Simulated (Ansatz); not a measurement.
# Pressure series in SiO2

Base system: SiO₂ in the rutile structure (space group P4_2/mnm, No. 136; a = 4.236 Å, c = 2.690 Å).

Cell and atoms are relaxed at each pressure.

Computed with Ansatz (a quantum-chemistry and plane-wave program) PBE, no SOC.

```tsv
pressure (GPa)	band gap (eV)
-2	4.93
-1	4.98
0	5.04
0.9	5.09
2.1	?
4.5	5.28
9	5.51
15	5.81
```

Fit E_g = E₀ + αP + βP² to the rows shown and predict the withheld row.

Least squares on the printed values gives E₀ = 5.04 eV, α = 54.4 meV/GPa, β = -0.20 meV/GPa² (largest residual 0.00 eV); this predicts 5.15 eV, and the run gives 5.15 eV, in agreement.

Load acts through the strain it causes; cell and atoms are relaxed under it. Stability against distortions was not tested. No other phases were tried under pressure.
